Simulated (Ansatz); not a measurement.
The starting structures come from a database of crystals and need not be the phases stable at ambient conditions.

 Where the default PAW files enter, the runs use the earlier of Ansatz's two default sets.

Input:

```
CELL_PARAMETERS angstrom
      4.00664     0.00000     0.00000
      0.00000     4.00664     0.00000
      2.00332     2.00332     2.83312
ATOMIC_POSITIONS crystal
  Mg 0.00000 0.00000 0.00000
  S  0.25000 0.75000 0.50000
```

Space group of this cell: F-43m, zinc blende. The cell is taken as given.

Level of theory: r2SCAN (plane waves, PAW; Ansatz, a quantum-chemistry and plane-wave program).

The current runs along the normal of the first two printed vectors; no spin-orbit coupling. Scaled by the factor s: both lengths across the current (ions clamped). Meshes 10×10×10 and 8×8 across the current in all rows.

```tsv
s	mean pressure (GPa)	slowest mid-gap decay constant κ (1/Å)
0.98	2.5	?
1.00	-0.1	0.283
1.02	-2.3	0.274
```

Question: Take the slope of the slowest mid-gap decay constant κ against ln s from the two given rows, extrapolate to s = 0.98, and say what the run there gives.

Answer: Slope = (0.274 − 0.283) / ln 1.02 = -0.454 1/Å. The line gives 0.283 + (-0.454) × ln 0.98 = 0.292 1/Å. The run gives 0.292 1/Å, as the line does.
